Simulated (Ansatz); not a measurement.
## Defect calculation: Fe on the Al site (Fe_Al) in metastable zinc-blende AlN

Method: PBE, PAW (plane waves to 420 eV; Ansatz, a quantum-chemistry and plane-wave program). A 2×2×2 supercell of 64 sites was used; the energies come from a 2×2×2 shifted sampling of its zone. Site at the start: the Al site. Charged cells carry a point-charge image correction with potential alignment at far atoms. Dielectric constants: PBE linear response of the host. Host gap at this level: 3.31 eV. Finite-size and sampling errors can reach tenths of an eV here. The semilocal functional narrows the gap, so deep levels can fall outside it. Spin–orbit coupling is left out, and no Hubbard U is applied to the open shells. Each state is the lowest found from its start.

Formation energies E_f are given with the Fermi level at the valence-band maximum. Chemical conditions: Al-rich (Δμ(Al) = 0.00 eV, Δμ(Fe) = -0.63 eV, bounded by AlFe (Pm-3m); only phases computed here count, gases as isolated molecules at 0 K); N-rich (Δμ(Al) = -2.69 eV, Δμ(Fe) = -0.085 eV, bounded by Fe3N (P6_322); only phases computed here count, gases as isolated molecules at 0 K). Reference phases: Al: fcc Al, Fe: bcc Fe, ferromagnetic.

```json
[
 {"charge": "+1", "moment (μB)": "4.0", "largest move off a lattice site (Å)": "0.05", "image correction with alignment (eV)": "0.37", "E_f, Al-rich (eV)": "3.76", "E_f, N-rich (eV)": "0.51", "above the lowest spin state (eV)": "0.00"},
 {"charge": "+1", "moment (μB)": "not spin-polarised", "largest move off a lattice site (Å)": "0.06", "image correction with alignment (eV)": "0.35", "E_f, Al-rich (eV)": "3.83", "E_f, N-rich (eV)": "0.59", "above the lowest spin state (eV)": "0.08"},
 {"charge": "0", "moment (μB)": "5.0", "largest move off a lattice site (Å)": "0.06", "image correction with alignment (eV)": "0.00", "E_f, Al-rich (eV)": "4.38", "E_f, N-rich (eV)": "1.14", "above the lowest spin state (eV)": "0.00"},
 {"charge": "0", "moment (μB)": "5.0", "largest move off a lattice site (Å)": "0.06", "image correction with alignment (eV)": "0.00", "E_f, Al-rich (eV)": "4.38", "E_f, N-rich (eV)": "1.14", "above the lowest spin state (eV)": "0.00"},
 {"charge": "−1", "moment (μB)": "4.0", "largest move off a lattice site (Å)": "0.13", "image correction with alignment (eV)": "0.10", "E_f, Al-rich (eV)": "7.19", "E_f, N-rich (eV)": "3.95", "above the lowest spin state (eV)": "0.00"},
 {"charge": "−1†", "moment (μB)": "not spin-polarised", "largest move off a lattice site (Å)": "0.07", "image correction with alignment (eV)": "0.11", "E_f, Al-rich (eV)": "–", "E_f, N-rich (eV)": "–", "above the lowest spin state (eV)": "1.74"}
]
```

† A higher spin state that isn't settled.

Starting moments that weren't kept: charge 0 began with 1 μB and ended with 5.0.

Transition levels above the valence-band maximum: ε(+1/0) = 0.63 eV; ε(0/−1) = 2.81 eV. On the lower envelope of the bound states, inside the gap: (+1/0) at 0.63 eV; (0/−1) at 2.81 eV.
